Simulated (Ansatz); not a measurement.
GePt (model structure, started from the CoSn type, P6/mmm, No. 191, 6 atoms in the cell): properties by level of theory

```csv
level (code),lattice constant a (Å),c axis length (Å)
LDA (Ansatz),5.572,3.932
PBE (Ansatz),5.714,3.986
PBEsol (Ansatz),5.604,3.970
PBE-D3(BJ) (Ansatz),5.649,(withheld)
r²SCAN (Ansatz),5.708,3.879
```

Question: Fill in the missing entries.

Answer: 
- PBE-D3(BJ) (Ansatz, a first-principles code), c axis length (Å): 3.946

Caveats: a distance lies near a switch of the dispersion term, which can move the cell (PBE-D3(BJ)). Ansatz's density-functional and Hartree–Fock values are scalar-relativistic unless marked +SOC, with PAW data made under PBE.

The crystal itself was run without spin with LDA, PBE, PBEsol, PBE-D3(BJ), r²SCAN; a magnetic state was not tried in these runs.

The computed numbers hold no vibrational or temperature effects.

A model structure was made by putting elements into a prototype or built by hand; it is no filed structure, need not be a known phase, and can be a saddle point held by its symmetry.
